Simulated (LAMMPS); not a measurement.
LAMMPS 22 Jul 2025, classical MD, Buckingham with full ionic charges: MgO, 5832 atoms.

```
Property                                                                                         Value
-----------------------------------------------  -----------------------------------------------------
task                                                                                           MD, nve
potential                                                           Buckingham with full ionic charges
copies of the repeat unit                                                                        9×9×9
shape (slab and sphere leave vacuum in the box)                                                   bulk
steps                                                                                              200
timestep                                                                                          1 fs
neighbor skin                                                                                      2 Å
neigh_modify                                                                 every 1 delay 0 check yes
thermo                                                                                              50
kspace_style                                                                                      pppm
pair cutoff                                                                                       12 Å
newton                                                                                    on (default)
atom_modify sort (bins of 2 Å where set)                                                1000 (default)
comm_style                                                                             brick (default)
box                                                                               37.9 × 37.9 × 37.9 Å
start                                            generated rock salt lattice, warmed in an untimed run
```

All runs start from one configuration, warmed at this fixed volume for 1000 steps under a thermostat at 2000 K. The reference run has a mean temperature of 1990 K and a mean pressure of 9.6 GPa.

The reference run has kspace_accuracy = 1e-08, kspace_modify order 7; it is not itself proven converged. One run each, on a shared machine, so no times are given.

Settings tried, all else as in the reference:
- kspace_accuracy = 0.001, kspace_modify order 5 diff ik (default)
- kspace_accuracy = 0.01, kspace_modify order 5 diff ik (default)
- kspace_accuracy = 1e-06, kspace_modify order 5 diff ik (default)
- kspace_accuracy = 1e-05, kspace_modify order 5 diff ik (default)
- kspace_accuracy = 0.0001, kspace_modify order 5 diff ik (default)
- kspace_accuracy = 0.1, kspace_modify order 5 diff ik (default)

Which of these stay within 0.10 meV/atom in energy, 1.0 meV/Å in forces on 48 atoms (largest component) of the reference run?

Within it: kspace_accuracy = 1e-06, kspace_modify order 5 diff ik (default); kspace_accuracy = 1e-05, kspace_modify order 5 diff ik (default). At the edge, too close to call: kspace_accuracy = 0.0001, kspace_modify order 5 diff ik (default). Outside: kspace_accuracy = 0.001, kspace_modify order 5 diff ik (default); kspace_accuracy = 0.01, kspace_modify order 5 diff ik (default); kspace_accuracy = 0.1, kspace_modify order 5 diff ik (default).

```
setting                                                            k-space grid  energy against the reference  difference in forces on 48 atoms (largest component)
-----------------------------------------------------------------  ------------  ----------------------------  ----------------------------------------------------
the reference                                                          90×90×90                             —                                                     —
kspace_accuracy = 1e-06, kspace_modify order 5 diff ik (default)       75×75×75              +0.0016 meV/atom                                           0.016 meV/Å
kspace_accuracy = 1e-05, kspace_modify order 5 diff ik (default)       45×45×45               +0.011 meV/atom                                            0.12 meV/Å
kspace_accuracy = 0.0001, kspace_modify order 5 diff ik (default)      27×27×27               +0.068 meV/atom                                            0.93 meV/Å
kspace_accuracy = 0.001, kspace_modify order 5 diff ik (default)       18×18×18                +0.12 meV/atom                                             4.6 meV/Å
kspace_accuracy = 0.01, kspace_modify order 5 diff ik (default)        10×10×10                 −6.2 meV/atom                                              53 meV/Å
kspace_accuracy = 0.1, kspace_modify order 5 diff ik (default)            5×5×5                 −220 meV/atom                                             490 meV/Å
```

Total energies are compared; such shifts often cancel in part in energy differences. Energies and forces are those of the first step; by LAMMPS's own estimate the reference reaches a relative force accuracy of 7e-07. The tolerance is a choice made for this comparison.
